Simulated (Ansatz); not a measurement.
Base system: AlCr$_{2}$C (space group P6_3/mmc, No. 194; a = 2.812 Å, c = 12.599 Å; non-magnetic).

Computed with PBEsol in Ansatz (plane waves to 420 eV, PAW, spin-orbit coupling left out).

Base values:

```
Item                  Result
-------------------  -------
Lattice parameter a  2.812 Å
```

The change: Tl takes the place of Cr on all its sites, then cell and atoms are relaxed.

Tabulated Pauling electronegativity and covalent radius: Cr 1.66, 1.39 Å; Tl 1.62, 1.45 Å.

Question: Predict the new lattice parameter a.

Answer: The lattice parameter a grows by 0.693 Å (2.812 Å → 3.505 Å).

No phonon test of stability was made. As relaxed here, AlTl2C is a hypothetical phase, not in the database extracts checked. Starting moments died away, wholly or in part, for the base; another magnetic solution may exist. All final runs are without spin polarisation.

Ansatz is a first-principles code.
